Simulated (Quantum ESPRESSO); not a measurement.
Input and output of a relaxation of the atoms for F₂ (P1, 4 atoms in the cell) (Quantum ESPRESSO).

Method of the run: LDA (PZ), GBRV 1.5 ultrasoft (LDA) pseudopotentials (plane waves; Quantum ESPRESSO).

Input:

```fortran
&control
  calculation = 'relax'
  prefix = 'run'
  outdir = './out'
  pseudo_dir = './'
  forc_conv_thr = 7.8e-03
/
&system
  ibrav = 0
  celldm(1) = 5.711405764
  nat = 4
  ntyp = 1
  ecutwfc = 40
  ecutrho = 200
  occupations = 'smearing'
  smearing = 'fermi-dirac'
  degauss = 0.000734986
/
&electrons
  conv_thr = 1.0d-9
/
&ions
/
ATOMIC_SPECIES
F     18.9984  f_lda_v1.4.uspp.F.UPF
ATOMIC_POSITIONS crystal
F     0.598317000    0.917817000    0.620582000
F     0.404170000    0.084670000    0.402040000
F     0.084670000    0.404170000    0.902040000
F     0.915330000    0.595830000    0.097960000
K_POINTS automatic
7 7 2  0 0 0
CELL_PARAMETERS alat
   0.850035765    -0.526724974     0.000000000
   0.850035765     0.526724974     0.000000000
  -0.186914418     0.000000000     2.193890937
```

Output (repeated stretches shortened):

```
     Self-consistent Calculation

     iteration #  1     ecut=    40.00 Ry     beta= 0.70

     Threshold (ethr) on eigenvalues was too large:
     Diagonalizing with lowered threshold

     total energy              =    -193.50788208 Ry
     estimated scf accuracy    <       0.24853275 Ry

     iteration #  2     ecut=    40.00 Ry     beta= 0.70

     total energy              =    -193.51967939 Ry
     estimated scf accuracy    <       0.01450480 Ry

     iteration #  3     ecut=    40.00 Ry     beta= 0.70

     total energy              =    -193.51658819 Ry
     estimated scf accuracy    <       0.01517973 Ry

   [... 5 blocks of this kind left out ...]

     iteration #  9     ecut=    40.00 Ry     beta= 0.70

     total energy              =    -193.52153549 Ry
     estimated scf accuracy    <          8.3E-09 Ry

     iteration # 10     ecut=    40.00 Ry     beta= 0.70
     End of self-consistent calculation

     the Fermi energy is    -2.4803 ev

!    total energy              =    -193.52153550 Ry
     estimated scf accuracy    <          2.2E-10 Ry
     smearing contrib. (-TS)   =       0.00000000 Ry
     internal energy E=F+TS    =    -193.52153550 Ry

     convergence has been achieved in  10 iterations

     Forces acting on atoms (cartesian axes, Ry/au):

     atom    1 type  1   force =     0.00345633    0.04380602   -0.11615807
     atom    2 type  1   force =    -0.00372685   -0.04445966    0.11567267
     atom    3 type  1   force =    -0.00000854    0.01087418    0.01601475
     atom    4 type  1   force =     0.00027907   -0.01022054   -0.01552935

     Total force =     0.177524     Total SCF correction =     0.000053

     BFGS Geometry Optimization
   [... lines left out ...]
     the Fermi energy is    -2.5443 ev
!    total energy              =    -193.54389293 Ry
     Total force =     0.001821     Total SCF correction =     0.000005
     bfgs converged in   5 scf cycles and   4 bfgs steps
     Final energy             =    -193.5438929342 Ry
   [... lines left out ...]

     File ./out/run.bfgs deleted, as requested
Begin final coordinates

ATOMIC_POSITIONS (crystal)
F                0.5890224051        0.9253574482        0.6094278969
F                0.4135093721        0.0769198256        0.4129500788
F                0.0828232066        0.4064533527        0.9031702693
F                0.9171320162        0.5937563736        0.0970737550
End final coordinates

   JOB DONE.
```

The run converged. 

Summary of the result:
| Property | Value |
|---|---|
| Free energy E − TS | -2633.2988 eV |
| Top of the valence band (on the code's own zero) | -2.79 eV |
| Gap on the k-point mesh | 2.64 eV |
| Largest force (vector length) | 0.030 eV/Å |
| Relaxation steps | 4 |

The starting cell comes from a database of computed structures (which also holds hypothetical and non-ambient phases and stackings), without a prior relaxation at this level. Its lattice was rescaled by up to half a per cent. For this run, on top of that: one atom moved by 0.15 angstrom.

Cost on one core of a shared machine: roughly 80 s.
